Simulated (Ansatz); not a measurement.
BBi (model structure, started from the zincblende type, F-43m, No. 216, 2 atoms in the cell) was calculated with G0W0@HSE06 (Ansatz, a first-principles code, plane waves, hard PAW, contour deformation, complete-basis limit).

Run with largest k mesh 8×8×8 (not extrapolated in the mesh).

Cell (relaxed with PBEsol):

```
BiB
1.0
    0.00000     2.72619     2.72619
    2.72619     0.00000     2.72619
    2.72619     2.72619     0.00000
Bi B
1 1
Direct
  0.75000   0.75000   0.75000
  0.00000   0.00000   0.00000
```

Q: Predict the band gap.

A: 
- band gap = 1.10 eV

Note: filled d or f shells below the valence bands can shift G0W0 gaps through exchange with them, which wasn't tested here; GW on a hybrid start was not checked against another program; the relaxation could raise the start's symmetry but not lower it, so the cell can be a saddle point; the gap holds a correction of +0.01 eV to the complete basis.

Spin–orbit coupling is not included; with these elements it can move the gap by several tenths of an eV or more.

The computed numbers hold no vibrational or temperature effects.

A model structure was made by putting elements into a prototype or built by hand; it is no filed structure, need not be a known phase, and can be a saddle point held by its symmetry.
